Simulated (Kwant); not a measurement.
Kwant, one-band effective-mass tight-binding model in one dimension, coherent, no space charge, current by the Tsu-Esaki formula.

Model system: GaAs/Al0.3Ga0.7As stack with 2 barriers. One parabolic valley. Leads of mass 0.067 mₑ with the band edge at 0; grid 0.1 nm; bias swept from 0.0096 to 0.36 V, dropping linearly over the stack. Emitter Fermi level 0.04 eV, 77 K, equal in the collector.

```csv
layer,thickness (nm),band offset (eV),mass (mₑ)
1,2,0.24,0.092
2,7.9,0,0.067
3,2.6,0.24,0.092
```

Constants are typed, rounded textbook-type inputs, not results; the design itself was drawn at random and stands for no fabricated device.

Sweep values stay those of the base run.

One input was changed, with this effect: first peak current 112000 → 147000 A/cm²; J at bias = 0.1788 V 12400 → 16900 A/cm²; peak-to-valley ratio 15 → 13; J at bias = 0.2633 V 110000 → 124000 A/cm².

Question: Which change was it?
A) width of the first well 7.9 → 6.3 nm
B) mass in the first barrier 0.092 → 0.055 mₑ
C) temperature 77 → 4 K

Answer: B, mass in the first barrier 0.092 → 0.055 mₑ
